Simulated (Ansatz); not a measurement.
The parent structure is ZrS2 in the CdI2 type structure (space group P-3m1, No. 164; a = 3.6348 Å, c = 5.7202 Å; layered, stacked along the Cartesian z axis).

All numbers come from PBE-D3(BJ) (Ansatz, an electronic-structure program; PAW; 420 eV plane waves; no spin-orbit coupling).

For the base:

The valence-band top at Γ comes out as 0.00, -0.24, -0.24 eV and the lattice parameter a comes out as 6.869 bohr.

Perturbation: cell and atoms relaxed at a pressure of 2.1 GPa.

### Question
Predict the new valence-band top at Γ.

### Answer
The valence-band top at Γ (three highest levels, from the VBM) changes from 0.00, -0.24, -0.24 eV to 0.00, -0.38, -0.38 eV.

### Question
How does this affect the lattice parameter a?

### Answer
The lattice parameter a falls by 0.067 bohr to 6.802 bohr.

### Question
What happens to the hole mass?

### Answer
The hole mass is 0.19 mₑ along c, 2.0 mₑ across (at Γ).

The levels and masses belong to the bands next to the band gap. Load acts through the strain it causes; cell and atoms are relaxed under it. Effective masses come from finite differences of ±0.01 Å⁻¹. No phonon test of stability was made.
